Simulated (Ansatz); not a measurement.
We consider InGaN2 (P3m1, No. 156, 4 atoms in the cell; start mp-1223660), described by r²SCAN+SOC in Ansatz (plane waves, PAW).

Settings: plane-wave cutoff 560 eV, 12×12×6 k mesh (along the axes of the cell as run), Fermi–Dirac smearing 0.01 eV, PAW data made under PBE.

Cell (relaxed with PBEsol):

```cif
data_GaInN2
_chemical_formula_sum 'In1 Ga1 N2'
_space_group_name_H-M_alt 'P 1'
_space_group_IT_number 1
_cell_length_a 3.35341
_cell_length_b 3.35341
_cell_length_c 5.49983
_cell_angle_alpha 90.000
_cell_angle_beta 90.000
_cell_angle_gamma 120.000
loop_
_space_group_symop_operation_xyz
  'x, y, z'
loop_
_atom_site_label
_atom_site_type_symbol
_atom_site_fract_x
_atom_site_fract_y
_atom_site_fract_z
_atom_site_occupancy
In1 In 0.00000 0.00000 0.99711 1
Ga1 Ga 0.66667 0.33333 0.49592 1
N1 N 0.66667 0.33333 0.14601 1
N2 N 0.00000 0.00000 0.60256 1
```

Task: Predict the band gap.

Result: 
- band gap: 0.68 eV (direct)

Note: cell and atoms aren't relaxed at this level (largest force component 0.07 eV/Å, pressure 0.6 GPa).

Static lattice: no zero-point or thermal effects.

A start named mp-… is a Materials Project structure, which need not be a measured phase.

Ansatz is a first-principles code.
